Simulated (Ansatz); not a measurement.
# Hypothetical fluorite BeBr2: pressure series

Base system: BeBr₂ in the fluorite structure (space group Fm-3m, No. 225; a = 6.485 Å; a hypothetical phase, not in the database extracts checked).

Cell and atoms are relaxed at each pressure.

Computed with PBE, PAW, 420 eV (Ansatz, an electronic-structure program; scalar-relativistic without spin-orbit coupling).

Notes on the quantities. enthalpy: H = E + PV relative to the base's energy.

| case | band gap | enthalpy | shortest interatomic distance |
|---|---|---|---|
| base | 0.23 eV | – | 2.808 Å |
| pressure −2 GPa | 0.14 eV | -0.29 eV/atom | 2.852 Å |
| pressure −1 GPa | ? | -0.14 eV/atom | ? |
| pressure 1.8 GPa | 0.31 eV | +0.25 eV/atom | 2.775 Å |
| pressure 4.2 GPa | 0.39 eV | +0.57 eV/atom | 2.739 Å |
| pressure 9 GPa | 0.51 eV | +1.18 eV/atom | 2.681 Å |
| pressure 18 GPa | 0.07 eV | +2.25 eV/atom | 2.603 Å |
| pressure 30 GPa | zero | +3.54 eV/atom | 2.524 Å |
| pressure 45 GPa | zero | +5.01 eV/atom | 2.446 Å |
| pressure 60 GPa | zero | +6.36 eV/atom | 2.383 Å |

**Question.** Complete the table.

**Answer.** 
- pressure −1 GPa, band gap: 0.19 eV
- pressure −1 GPa, shortest interatomic distance: 2.829 Å

A case with no gap was solved on a k-mesh chosen for an insulator, which is coarse for it. Load acts through the strain it causes; cell and atoms are relaxed under it. Stability against distortions was not tested. Competing high-pressure phases were not computed. All final runs are without spin polarisation. A zero or small gap of BeBr2 can be the functional's error rather than a property of the material.
